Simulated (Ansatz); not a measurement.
SiC (I-4m2), r2SCAN with spin-orbit coupling, rigid bands in Ansatz (a program for electronic structure): Condition of this run: biaxial stress in (001) of -10 GPa (compression positive) (the target of the relaxation). band gap 1.29 eV, N_c = 5.00e18 cm⁻³ and N_v = 1.19e19 cm⁻³ at 300 K, conductivity masses along x (a = (0.00, 2.23, 2.14) Å; b = (2.23, 0.00, 2.14) Å; c = (2.23, 2.23, 0.00) Å) of 0.247 mₑ (electrons) and 0.676 mₑ (holes). Take k_BT = 0.02585 eV.

### Question
What built-in voltage has an abrupt junction with N_A = 1e17 and N_D = 1e17 cm⁻³, all dopants ionised?

### Answer
V_bi = E_g/e − (k_BT/e) ln(N_c N_v/(N_A N_D)) = 1.29 − 0.02585 × 8.69 = 1.07 V. It follows the computed gap one for one.

### Question
What thermal injection velocity √(2k_BT/πm) limits a ballistic channel along the direction named?

### Answer
1.08e7 cm/s for electrons and 6.54e6 cm/s for holes, a ratio of √(m_h/m_e) = 1.65, for dilute carriers.

### Question
Find the intrinsic carrier density and the intrinsic Fermi level.

### Answer
n_i = √(N_c N_v) exp(−E_g/2k_BT) = 7.71e18 × exp(−24.95) = 1.1e8 cm⁻³. The level lies (k_BT/2) ln(N_v/N_c) = 11 meV from mid-gap (positive towards the conduction band). Each 0.1 eV added to the gap lowers n_i by a factor of 6.9.

Rigid, parabolic bands with the computed gap; masses take one relaxation time for all states. Geometry: cell and atoms relaxed with PBEsol.
